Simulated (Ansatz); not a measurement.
Consider HfN in the rock salt structure (space group Fm-3m, No. 225; a = 4.5257 Å; relaxed with 0.1 eV smearing). Axes: x, y, z lie along the cube axes.

Level of theory: r2SCAN (Ansatz, a first-principles code, PAW, no spin-orbit coupling).

Before the change:

| Quantity | Result |
|---|---|
| Pressure | 0.0 GPa |
| Shortest interatomic distance | 226.3 pm |

One thing is altered: a pure shear with ε_xy = ε_yx = 0.0114; the atoms relax in the strained cell.

**Question.** What does the calculation give for the pressure, energy relative to the base and shortest interatomic distance after the change?

**Answer.** The pressure (mean of the normal stresses, compression positive) is still 0.0 GPa; the energy grows by 2.4 meV/atom; the shortest interatomic distance is still 226.3 pm.

No phonon test of stability was made. All final runs are without spin polarisation. An odd electron count without spin: HfN.
